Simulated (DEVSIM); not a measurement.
Device: abrupt Ge p-n junction, at 300 K.

| layer (left to right) | material | thickness (μm) | Nd (cm⁻³) | Na (cm⁻³) | τn (s) | τp (s) |
|---|---|---|---|---|---|---|
| 1 | Ge | 0.180 | - | 3.3e17 | 0.00092 | 0.00092 |
| 2 | Ge | 0.540 | 9.3e14 | - | 0.00092 | 0.00092 |

Left contact: ohmic. Right contact: ohmic. Voltage is applied to the left contact. Recombination: SRH at mid-gap. Mobility is μmin + (μ − μmin)/(1 + (N/Nref)^α).

This is a model device: material constants are rounded textbook-type values typed into the input, and sizes, dopings and lifetimes were drawn at random. Values at 300 K.

| parameter | Ge |
|---|---|
| gap (eV) | 0.664 |
| affinity (eV) | 4 |
| permittivity | 16 |
| Nc (cm⁻³) | 1.04e19 |
| Nv (cm⁻³) | 6e18 |
| μn (cm²/Vs) | 3900 |
| μp (cm²/Vs) | 1900 |
| μn,min | 150 |
| μp,min | 100 |
| Nref,n | 2.6e17 |
| Nref,p | 4e17 |
| αn | 0.56 |
| αp | 0.6 |

DEVSIM, 1D drift-diffusion, Boltzmann statistics, complete ionisation; no tunnelling, impact ionisation, image-force lowering or self-heating.

Question: Tabulate band edges, carrier densities and field at zero bias.

Answer: Energies count from the Fermi level of the right contact; mesh points crowd at the junctions.

```
x (μm)   Ec (eV)  Ev (eV)  n (cm⁻³)  p (cm⁻³)  field (V/cm)
-------  -------  -------  --------  --------  ------------
0.000      0.589   -0.075     1.3e9    3.3e17           ≈ 0
0.01147    0.589   -0.075     1.3e9    3.3e17           ≈ 0
0.02514    0.589   -0.075     1.3e9    3.3e17           ≈ 0
0.04528    0.589   -0.075     1.3e9    3.3e17           ≈ 0
0.08221    0.589   -0.075     1.3e9    3.3e17           ≈ 0
0.1101     0.589   -0.075     1.3e9    3.3e17           ≈ 0
0.1366     0.589   -0.075     1.3e9    3.3e17          -210
0.1611     0.586   -0.078     1.5e9    2.9e17         -3800
0.1745     0.574   -0.090     2.4e9    1.8e17        -16000
0.1831     0.554   -0.110     5.1e9    8.5e16        -24000
0.1964     0.529   -0.135    1.4e10    3.2e16        -16000
0.2230     0.495   -0.169    5.0e10    8.7e15        -10000
0.2505     0.470   -0.194    1.3e11    3.3e15         -8400
0.2940     0.436   -0.228    4.9e11    9.0e14         -7100
0.3812     0.381   -0.283    4.2e12    1.1e14         -5800
0.4712     0.333   -0.331    2.6e13    1.7e13         -4800
0.5494     0.299   -0.365    1.0e14    4.4e12         -4000
0.6105     0.276   -0.388    2.4e14    1.8e12         -3500
0.6625     0.259   -0.405    4.7e14    9.3e11         -3200
0.6863     0.251   -0.413    6.3e14    7.0e11         -3100
0.7050     0.245   -0.419    7.8e14    5.6e11         -3000
0.7200     0.241   -0.423    9.3e14    4.7e11         -3000
```
